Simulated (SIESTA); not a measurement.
A self-consistent single point of Zr₂Rh (Ibam, 6 atoms in the cell) with SIESTA.

Level of theory: GGA PBEsol with spin-orbit coupling, numerical atomic orbitals DZP, PseudoDojo PBEsol fully relativistic norm-conserving potentials (rewritten from UPF to PSML) in SIESTA 5.4.2.

```
Zr2Rh
1.0
   -3.17011     3.17914     2.77963
    3.17011    -3.17914     2.77963
    3.17011     3.17914    -2.77963
Zr Rh
4 2
Direct
  0.83194   0.16795   0.99989
  0.16806   0.83205   0.00011
  0.66806   0.66795   0.33601
  0.33194   0.33205   0.66399
  0.25000   0.75000   0.50000
  0.75000   0.25000   0.50000
```

Reference input (self-consistent single point, DFT, GGA PBEsol, numerical atomic orbitals DZP, PseudoDojo PBEsol standard norm-conserving potentials (rewritten from UPF to PSML)): XC.functional = GGA; XC.authors = PBEsol; potentials = PseudoDojo PBEsol standard; PAO.BasisSize = DZP; PAO.EnergyShift = 0.005 Ry; MeshCutoff = 350 Ry; kgrid.MonkhorstPack = 5 5 5; OccupationFunction = FD; ElectronicTemperature = 50 meV; MaxSCFIterations = 150; SCF.Mixer.Method = Pulay; SCF.Mixer.Weight = 0.2. This run's input differs from it in these lines:

```diff
@@ -1,2 +1,2 @@
-# files in the folder: Zr.psml Rh.psml (PseudoDojo PBEsol standard)
+# files in the folder: Zr.psml Rh.psml (PseudoDojo PBEsol fully relativistic)
 SystemName  Zr2Rh
@@ -38,2 +38,11 @@
 ElectronicTemperature        50.0 meV
+Spin                         spin-orbit
+%block DM.InitSpin
+  1 0.00 0.00 0.00
+  2 0.00 0.00 0.00
+  3 0.00 0.00 0.00
+  4 0.00 0.00 0.00
+  5 0.00 0.00 0.00
+  6 0.00 0.00 0.00
+%endblock DM.InitSpin
```

The program printed (abridged):

```
        iscf     Eharris(eV)        E_KS(eV)     FreeEng(eV)     dDmax    Ef(eV) dHmax(eV)
   scf:    1   -11707.496362   -11846.884817   -11846.947585  0.553987 -5.205468 25.931874
     spin moment: {S} , |S| = {   -0.00000    0.00000    0.00000 }     0.00000
   scf:    2   -11823.274235   -11874.230848   -11874.282325  0.216122 -5.549170 12.131308
     spin moment: {S} , |S| = {    0.00000    0.00000   -0.00000 }     0.00000
   scf:    3   -11889.968142   -11885.143607   -11885.199505  0.066648 -5.662119  2.285480
     spin moment: {S} , |S| = {    0.00000    0.00000    0.00000 }     0.00000
   [... lines left out ...]
     spin moment: {S} , |S| = {    0.00000    0.00000    0.00000 }     0.00000
   scf:   11   -11886.075660   -11886.075669   -11886.137869  0.000033 -5.951680  0.001046
     spin moment: {S} , |S| = {    0.00000    0.00000   -0.00000 }     0.00000
   scf:   12   -11886.075663   -11886.075669   -11886.137869  0.000013 -5.951783  0.000271
     spin moment: {S} , |S| = {    0.00000    0.00000    0.00000 }     0.00000
   scf:   13   -11886.075671   -11886.075668   -11886.137869  0.000008 -5.951842  0.000208
     spin moment: {S} , |S| = {    0.00000    0.00000    0.00000 }     0.00000
SCF Convergence by DM+H criterion
max |DM_out - DM_in|         :     0.0000083202
max |H_out - H_in|      (eV) :     0.0002076115
SCF cycle converged after 13 iterations

Using DM_out to compute the final energy and forces

siesta: E_KS(eV) =           -11886.0757

siesta: E_KS - E_eggbox =    -11886.0757

siesta: Atomic forces (eV/Ang):
     1   -0.321605    0.315969    0.000448
     2    0.321605   -0.315969   -0.000448
     3   -0.319766   -0.314735    0.000962
     4    0.319766    0.314735   -0.000962
     5   -0.000511    0.000769    0.000453
     6    0.000511   -0.000769   -0.000453
   Tot   -0.000000    0.000000   -0.000000
   Max    0.321605
   Res    0.212021    sqrt( Sum f_i^2 / 3N )
   Max    0.321605    constrained

   [... lines left out ...]
siesta: FreeEng =    -11886.137869
siesta: Cell volume =        112.054929 Ang**3
siesta:          58.26605532         42.39091863  kBar
   [... lines left out ...]
     3     0.161807   11.838193    0.000000    0.000000   -0.000000    0.000000  Zr
     4     0.161807   11.838193    0.000000    0.000000   -0.000000    0.000000  Zr
     5    -0.323681   17.323681    0.000000   -0.000000    0.000000    0.000000  Rh
     6    -0.323681   17.323681    0.000000    0.000000    0.000000    0.000000  Rh
 Total     0.000000                0.000000    0.000000    0.000000    0.000000
```

The run converged in 13 iterations. Against the reference run the pressure goes from 6.03 to 5.83 GPa and the largest force moves little (0.445 to 0.451 eV/Å).

The starting cell comes from a database of computed structures (which also holds hypothetical and non-ambient phases and stackings), without a prior relaxation at this level. Its lattice was rescaled by a random factor within 2.5 % of one. Values carry the incompleteness of an atom-centred basis. With a pressure of about 6 GPa the cell is away from its equilibrium volume at this level.

Cost on one core of a shared machine: roughly 4 min.
